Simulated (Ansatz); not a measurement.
The reference is HfN in the rock salt structure (space group Fm-3m, No. 225; relaxed with 0.1 eV smearing).

```
HfN
1.0
    0.00000     2.26285     2.26285
    2.26285     0.00000     2.26285
    2.26285     2.26285     0.00000
N Hf
1 1
Direct
  0.00000   0.00000   0.00000
  0.50000   0.50000   0.50000
```

Cartesian axes are those of the cell as printed.

All numbers come from plane-wave PAW DFT at the r2SCAN level (Ansatz, a first-principles code, 500 eV), spin-orbit coupling left out.

Strains are applied to the cell and any free atomic positions relax; under stress the whole cell relaxes.

One change was made to it. Results:

| quantity | base | after |
|---|---|---|
| energy relative to the base (free energy F) | 0 meV/atom | +1.5 meV/atom |
| volume per atom | 11.59 Å³ | 11.52 Å³ |

What was done to the base?
A. uniaxial stress, 5 GPa compression along z
B. uniaxial stress, 3 GPa tension along x
C. isotropic strain +0.90 %
D. uniaxial strain ε_yy = −4.11 %

A, uniaxial stress, 5 GPa compression along z. For comparison, the volume per atom in the other runs: uniaxial stress, 3 GPa tension along x gives 11.63 Å³; uniaxial strain ε_yy = −4.11 % gives 11.11 Å³; isotropic strain +0.90 % gives 11.90 Å³.

Beyond what the load breaks, stability against distortions was not tested. The final runs are not spin-polarised. An odd electron count without spin: HfN.
